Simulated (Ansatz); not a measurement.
## Cu2ZnSnS4: stress against strain

Cu2ZnSnS4 (I-4, 19.410 Å³/atom and stress up to 0.01 GPa in the relaxed cell, c along z) under a strain ε along a (axis x), the other axes held. PBEsol in Ansatz, a plane-wave DFT program (PAW, default set), 420 eV, 9×9×9 Γ-centred mesh, Fermi-Dirac smearing 0.05 eV; ions are relaxed, or left where forces stay under 0.02 eV/Å, within the symmetry of each cell. Stress is positive for a compressed cell.

Here s stands for strain and y for stress xx.

| strain (%) | stress xx (GPa) |
|---|---|
| -1.50 | 1.60 |
| -0.75 | 0.79 |
| 0.00 | -0.01 |
| 0.75 | -0.78 |
| 1.50 | -1.54 |
| 3.00 | ? |

Task: Using a straight line, estimate the missing y at s = 3.00 from the other rows, showing the fit.

Result: Means: s 0, y 0.012. About the means, the sum of products is -5.8875 and the sum of squares of s is 5.6250; the slope is their ratio. Least squares gives y = 0.012 - 1.0467·s. Residuals (row less fit): 0.018, -0.007, -0.022, -0.007, 0.018; standard error 0.020 (degrees of freedom: 3). The slope gives the elastic constant C11 = 104.7 ± 0.9 GPa (± standard error of the fit, which holds the terms cut off). At the withheld row, y = 0.012 - 1.0467 × 3.00 = -3.128 GPa. The calculation gives -3.01 GPa, 0.118 GPa above the prediction (2.6 % of the range of y in the table). The row lies outside the fitted rows, so this is an extrapolation. From the scatter of the fitted rows alone, a prediction at this place has a standard error of 0.034 GPa, so the miss is 3.5 times that.

A polynomial of degree 2 through the 7 other runs of the series gives -3.01 there, so most of the miss is curvature that the fit leaves out. This level leaves no gap over 0.05 eV at strain 3.00 %. The start is a measured cell from the literature; how it stands against other phases or cation orders wasn't checked. Rows are the converged runs of the series near zero and its far end; series whose fitted rows scatter by over a few per cent of the range, as at a crossing or softening among them, aren't shown in this form, nor equations of state whose B0' disagrees with the runs' pressures. Most that stay on the fit to the last digits aren't either.
